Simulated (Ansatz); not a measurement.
Consider LiF in the rock salt structure (space group Fm-3m, No. 225; a = 3.9902 Å). Axes: x, y, z lie along the cube axes.

Method: plane-wave PAW DFT at the r2SCAN level (Ansatz, a first-principles code, 500 eV), without spin-orbit coupling.

For the base:

- Band gap: 10.33 eV
- Shortest interatomic distance: 1.995 Å

Now apply this change: a free-standing slab of 4 layers (8 atoms, 2 a layer) is cut normal to the z axis, with 15 Å of vacuum and the in-plane cell held at bulk.

Problem. What happens to the excess energy per area of both faces?

Solution. The excess energy per area of both faces (slab less bulk energy over the cell's area: twice a surface energy) comes out as 0.87 J/m².

Problem. What happens to the band gap?

Solution. The band gap drops by 2.61 eV, from 10.33 eV to 7.72 eV.

Problem. How does this affect the gap character?

Solution. The gap character comes out as indirect, X → Γ.

Problem. How does this affect the shortest interatomic distance?

Solution. The shortest interatomic distance falls by 0.039 Å to 1.956 Å.

The excess energy carries the mismatch between the slab's and the bulk's meshes. Whether these cells are dynamically stable was not tested. k-point labels follow each cell's own Brillouin zone.
